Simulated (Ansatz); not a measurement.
## Several settings converged on the (100) slab of CsCdCl3 (cut from a parent of space group no. 221; 10 atoms in the cell)

```xyz
10
Lattice="5.2802 0.0000 0.0000 0.0000 5.2802 0.0000 0.0000 0.0000 21.9203" Properties=species:S:1:pos:R:3 pbc="T T T"
Cs     0.0000     0.0000     9.6401
Cd     2.6401     2.6401     7.0000
Cl     2.6401     2.6401     9.6401
Cl     0.0000     2.6401     7.0000
Cl     2.6401     0.0000     7.0000
Cs     0.0000     0.0000    14.9203
Cd     2.6401     2.6401    12.2802
Cl     2.6401     2.6401    14.9203
Cl     0.0000     2.6401    12.2802
Cl     2.6401     0.0000    12.2802
```

Base method: LDA (PW92), default PAW files made with PBE (plane waves; Ansatz, a first-principles code).

Base settings: basis.ecutwfc = 420 eV; kpoints.mp_grid.grid = 4 4 1; hamiltonian.xc = lda; hamiltonian.pseudopotentials = {kind: paw} (the program's default PAW files); scf.occupations.method = fermi_dirac; scf.occupations.width = 0.05 eV.

The count of work is k-points × plane waves × bands × iterations; it is no time. 

**The vacuum with a dipole correction**

In this ladder: efield.axis = 3; efield.dipole_correction = true.

The mesh stays at the base's, so the ladder's end is converged at best in this setting alone.

Only quantities that move along the ladder and can be compared are tabulated.

```tsv
vacuum between outermost atoms (Å)	free energy less the last step's (meV/atom)	largest difference of a force vector from the last step's (eV/Å)
6.0	-1.54	0.020
8.0	-0.11	0.002
10.0	-0.01	0.000
14.0	0.00	0.000
20.0	0.00	0.000
```

Smallest vacuum between outermost atoms (Å) that holds the forces within 0.005 eV/Å of the last step, with all finer ones: 8.0; the step before is off by 0.020 eV/Å.

Smallest vacuum between outermost atoms (Å) that holds the free energy within 0.5 meV/atom of the last step, with all finer ones: 8.0; the step before is off by 1.5 meV/atom.

**The plane-wave cutoff**

The mesh stays at the base's, so the ladder's end is converged at best in this setting alone.

Only quantities that move along the ladder and can be compared are tabulated.

```tsv
basis.ecutwfc	free energy less the last step's (meV/atom)	largest difference of a force vector from the last step's (eV/Å)	gap on the mesh (eV)	count of work / last
210 eV	1995.00	0.036	1.298	0.14
250 eV	377.28	0.038	1.301	0.16
295 eV	45.10	0.002	1.288	0.21
355 eV	1.92	0.001	1.280	0.28
420 eV	0.62	0.000	1.280	0.35
505 eV	0.30	0.000	1.280	0.47
630 eV	0.07	0.000	1.280	0.65
840 eV	0.00	0.000	1.280	1.0
```

Coarsest basis.ecutwfc that holds the gap on the mesh within 0.01 eV of the last step, with all finer ones: 295 eV, at 0.21 of the last step's count of work; the step before is off by 0.022 eV.

Coarsest basis.ecutwfc that holds the forces within 0.005 eV/Å of the last step, with all finer ones: 295 eV, at 0.21 of the last step's count of work; the step before is off by 0.038 eV/Å.

Coarsest basis.ecutwfc that holds the free energy within 1 meV/atom of the last step, with all finer ones: 420 eV, at 0.35 of the last step's count of work; the step before is off by 1.9 meV/atom.

On the base run: the starting cell comes from a database of computed structures (which also holds hypothetical and non-ambient phases and stackings), without a prior relaxation at this level. The slab is cut from that crystal, and its faces are unrelaxed. Its lattice was rescaled by up to half a per cent. Spin polarisation is off, though cut faces can carry moments; a gap of a slab can lie between surface states.

Keys are those of Ansatz 0.2.
